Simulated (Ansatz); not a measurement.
# Pressure series in hypothetical R3m MgInGaO4

Start from MgInGaO$_{4}$ (space group R3m, No. 160; a = 3.344 Å, c = 25.299 Å (hexagonal axes); a hypothetical phase, not in the database extracts checked).

Cell and atoms are relaxed at each pressure.

Levels (all Ansatz, a program for electronic structure, PAW): PBEsol (420 eV, without spin-orbit coupling); HSE06 (420 eV, no SOC).

Band gaps by level, all at the geometries relaxed with PBEsol:

```json
[
 {"case": "base", "PBEsol": "2.07 eV", "HSE06": "3.71 eV"},
 {"case": "pressure 0.3 GPa", "PBEsol": "2.09 eV", "HSE06": "?"},
 {"case": "pressure 1.5 GPa", "PBEsol": "2.13 eV", "HSE06": "?"},
 {"case": "pressure 3 GPa", "PBEsol": "2.19 eV", "HSE06": "?"}
]
```

Task: What belongs in the blanks?

Result: 
- pressure 0.3 GPa, HSE06: 3.72 eV
- pressure 1.5 GPa, HSE06: 3.77 eV
- pressure 3 GPa, HSE06: 3.83 eV

Single points use the geometry relaxed with PBEsol. HSE06 was sampled on its mesh, a few special points and the semilocal edge points, so its gap is an upper bound. Load acts through the strain it causes; cell and atoms are relaxed under it. Whether these cells are dynamically stable was not tested.
